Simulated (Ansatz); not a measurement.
Checking a run of Ansatz (a first-principles code) on Cs2CuBrCl3 (I4mm, 7 atoms in the cell). The aim is a self-consistent single point with DFT, PBEsol, plane waves, PAW files made with PBE.

Cell that was meant: a = 9.2498 Å, b = 9.2498 Å, c = 9.2498 Å, α = 147.71°, β = 147.71°, γ = 46.31°.

Part of the input:

Ansatz 0.2 input:
```yaml
magnetization:
  spin_polarized: true
scf:
  occupations: { method: gaussian, width: 1.0 }
output:
  forces: true
  eigenvalues: true
```

The program printed (abridged):

```
WARN basis.ecutwfc = 420 eV, the default
WARN ansatz: RAYON_NUM_THREADS=1 ignored (pool sized by the plan → 1); use --threads N
   [... lines left out ...]
PAW frozen core: Cl, regenerated for the run's functional, and the local potential with it
Initial density: superposition of atomic densities (chi_scale 0.1, normalization cell, long waves kept (reshape's long-wave potential 0.16 eV rms))
Starting moments: Σ|m| = 1 μB on 1 of 7 sites
Initial wavefunctions: pseudopotential atomic-orbital guess
Eigensolver: davidson
Functional: x = pbesol(κ = 0.804, μ = 0.12345679012345678), c = pbesol(β = 0.046)
SCF iter   1: F=—  HF=-23693.492968 eV  |F-HF|=—  |Δ(HF+E_count)|=         —  Δρ=4.59e-2 (↑4.59e-2 ↓3.93e-2)  dr2=2.65e1  dr2_m=3.35e-2  M=0.895 μB ∫|m|=0.908 μB  β_m=0.30  ethr=3.10e-3  ⟨swp⟩=8.5  Hψ=33336  notcnv=0
all-band conjugate gradients solve this SCF's bands
preconditioner: auto → Kerker (q_TF=auto, 2.218 Å⁻¹)
   [... lines left out ...]
SCF iter  20: F=—  HF=-23689.298382 eV  |F-HF|=—  |Δ(HF+E_count)|=   1.45e-8  Δρ=1.77e-6 (↑1.77e-6 ↓1.55e-6)  dr2=2.54e-8  dr2_m=2.68e-10  M=0.000 μB ∫|m|=0.000 μB  β_m=0.99  ethr=1.23e-10  ⟨swp⟩=4.2  Hψ=19678  notcnv=0
SCF iter  21: F=-23689.298382 eV  HF=-23689.298382 eV  |F-HF|=1.46e-11  |Δ(HF+E_count)|=   2.00e-9  Δρ=3.77e-7 (↑3.77e-7 ↓2.09e-7)  dr2=2.07e-9  dr2_m=3.67e-11  M=-0.000 μB ∫|m|=0.000 μB  ethr=3.91e-11  ⟨swp⟩=3.0  Hψ=16157  notcnv=0
SCF 1 converged in 21 iterations: F = -23689.298382 eV  dr2 = 2.07e-9
WARN: the starting moments were not kept: the SCF closed with an absolute magnetisation of 4.8e-6 μB, where they sum to 1 μB in size (1 site) …
   [... lines left out ...]
Absolute magnetization: 0.0000 μB (∫|ρ↑−ρ↓|, with the PAW one-centre terms)
Free energy (F): -23689.298382 eV
Fermi energy:    3.879445 eV
   [... lines left out ...]
  atom   7  Cl    -0.00000000     0.00000000     0.14877289
--- Stress (GPa, compression-positive) ---
       -1.037447       0.000000      -0.000000
        0.000000      -1.037447      -0.000000
       -0.000000       0.000000      -1.246374
  P = ⅓ Tr σ = -1.1071 GPa (-11.071 kbar)
  The stress holds the Pulay correction. Without it, at fixed plane waves, as pw.x and ABINIT print it: P = -1.1194 GPa
```

Task: Is this run sound? If not, what is wrong?

Result: The run is not sound. The fault is a smearing width that is far too large. A width of many tenths of an electronvolt moves electrons far across the Fermi level or the gap, and the free energy and its derivatives carry a large smearing term. To fix it, use a width small against the gap or band features. The run converged in 21 iterations without an error; against the sound input the free energy goes down by 81.3 meV/atom, the pressure goes from -1.48 to -1.11 GPa, the largest force goes from 0.275 to 0.149 eV/Å and the size of the net moment goes from 0.12 to 0.00 μB/atom.

An input that runs soundly differs in these lines (not the only fix; some lines may just follow from the change or write a value another way):
```diff
-  occupations: { method: gaussian, width: 1.0 }
+  occupations: { method: gaussian, width: 0.05 }
```

With that input, the run converged in 17 iterations: free energy E − TS (on the zero of these files) -23688.7291 eV; Fermi level (on the code's own zero) 3.40 eV; pressure -1.48 GPa; largest force (vector length) 0.275 eV/Å; size of the cell's spin moment 0.81 μB (DFT, PBEsol, plane waves, PAW files made with PBE).

On the sound input: the starting cell comes from a database of computed structures (which also holds hypothetical and non-ambient phases and stackings), without a prior relaxation at this level. With one magnetic atom in the cell only a parallel order is possible. Ansatz's pressure includes its estimate of the finite-basis (Pulay) stress.
